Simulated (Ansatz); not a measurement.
## SnO (model structure, started from the MnP type, Pnma, No. 62, 8 atoms in the cell): properties by level of theory

```json
[
 {"level (code)": "PBE (Ansatz)", "equilibrium volume per atom (Å³/atom)": "22.95", "formation enthalpy (eV/atom)": "-1.121"},
 {"level (code)": "PBEsol (Ansatz)", "equilibrium volume per atom (Å³/atom)": "19.19", "formation enthalpy (eV/atom)": "-1.122"},
 {"level (code)": "PBE-D3(BJ) (Ansatz)", "equilibrium volume per atom (Å³/atom)": "19.17", "formation enthalpy (eV/atom)": "-1.126"}
]
```

Ansatz's density-functional and Hartree–Fock values are scalar-relativistic unless marked +SOC, with PAW data made under PBE.

A model structure was made by putting elements into a prototype or built by hand; it is no filed structure, need not be a known phase, and can be a saddle point held by its symmetry.

Ansatz is an electronic-structure program.
